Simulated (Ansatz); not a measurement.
The structure below was relaxed with PBE/PAW in Ansatz (a quantum-chemistry and plane-wave program), no spin-orbit coupling, earlier PAW set, at pressure 7 GPa.

```
CELL_PARAMETERS angstrom
      3.06057     0.00000     0.00000
     -1.53028     2.65053     0.00000
      0.00000     0.00000     5.02150
ATOMIC_POSITIONS crystal
  Si 0.66667 0.33333 0.00050
  Si 0.33333 0.66667 0.50050
  C  0.66667 0.33333 0.62470
  C  0.33333 0.66667 0.12470
```

Task: Find the space group and the Wyckoff positions.

Result: Space group P6₃mc (No. 186); a = b = 3.0606 Å, c = 5.0215 Å, α = β = 90.00°, γ = 120.00°

```csv
atom,site,symmetry,x,y,z
Si,2b,3m.,0.6667,0.3333,0.0005
C,2b,3m.,0.3333,0.6667,0.1247
```

Load acts through the strain it causes; cell and atoms are relaxed under it. Stability against distortions was not tested. Competing high-pressure phases were not computed. The cell was made from SiC in the wurtzite structure (space group P6_3mc, No. 186) by this change: pressure 7 GPa.
